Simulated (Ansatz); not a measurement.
The starting structures come from a database of crystals and need not be the phases stable at ambient conditions.

By PBEsol, the system below comes out a metal.

A figure of merit of an interconnect metal is its ballistic conductance per area.

```yaml
crystal:
  lattice:
    - [4.08654, 0.00000, 0.00000]
    - [0.00000, 4.08654, 0.00000]
    - [0.00000, 0.00000, 4.08654]
  atoms:
    - { symbol: Ti, position: [0.50000, 0.50000, 0.00000] }
    - { symbol: Ti, position: [0.00000, 0.50000, 0.50000] }
    - { symbol: Ti, position: [0.50000, 0.00000, 0.50000] }
    - { symbol: Al, position: [0.00000, 0.00000, 0.00000] }
    - { symbol: C, position: [0.50000, 0.50000, 0.50000] }
```

Space group of this cell: Pm-3m, anti-perovskite. The cell is strained (all lengths scaled by 0.98); by PBEsol its mean pressure is 7.0 GPa.

The current flows along the normal of the first two printed cell vectors, the (001) plane of the conventional cell. No spin-orbit coupling; the value is a mean over 0.1 eV about the Fermi level.

Task: Estimate the ballistic conductance per area that PBEsol (Ansatz, an electronic-structure program) returns for this system.

Result: 0.50 × 10¹⁵ S/m² for both spins.
